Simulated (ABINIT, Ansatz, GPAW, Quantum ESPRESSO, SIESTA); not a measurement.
**HfZrW₄ (F-43m, 6 atoms in the cell) computed with different codes at matched settings**

Self-consistent single point.

```xyz
6
Lattice="0.0000 3.7410 3.7410 3.7410 0.0000 3.7410 3.7410 3.7410 0.0000" Properties=species:S:1:pos:R:3 pbc="T T T"
Zr     0.0000     0.0000     0.0000
Hf     5.6116     5.6116     5.6116
W      2.8060     2.8060     2.8060
W      2.8060     4.6761     4.6761
W      4.6761     4.6761     2.8060
W      4.6761     2.8060     4.6761
```

All programs got the same cell, k-point mesh and kind of occupations (in Ansatz's words: kpoints.mp_grid.grid = 7 7 7; scf.occupations.method = fermi_dirac; scf.occupations.width = 0.1 eV); potentials, basis and cutoffs are each program's usual ones.

```csv
code,model,pressure (GPa),largest force (eV/Å),k-points,cutoff
GPAW,"PBEsol, GPAW PAW datasets PBEsol (made by gpaw-setup)",7.52,0.021,20,550 eV
SIESTA,"GGA PBEsol, numerical atomic orbitals DZP, PseudoDojo PBEsol standard norm-conserving potentials (rewritten from UPF to PSML)",7.82,0.033,172,grid 300 Ry
Ansatz,"PBEsol, PAW files made with PBE",7.84,0.017,20,default
ABINIT,"PBEsol, norm-conserving pseudopotentials (PseudoDojo nc-sr-04 PBEsol standard)",8.03,0.015,20,37 Ha
Quantum ESPRESSO,"PBEsol, PseudoDojo standard norm-conserving (PBESOL) pseudopotentials",8.03,0.015,20,75 Ry
```

The spread over the programs that give each value: pressure within 0.51 GPa; largest force within 0.018 eV/Å.

The starting cell comes from a database of computed structures (which also holds hypothetical and non-ambient phases and stackings), without a prior relaxation at this level. Its lattice was rescaled by a random factor within 2.5 % of one. On Ansatz's run: Spin-orbit coupling is off. Spin polarisation is off. In the base run, with a pressure of about 8 GPa the cell is away from its equilibrium volume at this level.

Problem. Why do the programs differ, and what cannot be compared?

Solution. Differences of this kind can come from the potentials, where these differ, and from what each basis and cutoff leave unconverged. The valence holds different numbers of electrons (GPAW 80, SIESTA 80, Ansatz (an electronic-structure program) 94, ABINIT 80, Quantum ESPRESSO 80). The zero of total energies and Fermi levels follows the potentials and each program's conventions, so they are not compared here. SIESTA uses small atom-centred bases, whose incompleteness enters pressures, forces and empty levels differently from a plane-wave cutoff. Ansatz's pressure is given at a fixed set of plane waves, as the other plane-wave codes print theirs; with its correction for the finite basis it is 7.90 GPa. The programs reduce the same mesh by symmetry to different extents, which changes the work and not the result.

Left out of this page: FLEUR (not drawn, or without a comparable value).

Keys are those of Ansatz 0.2.
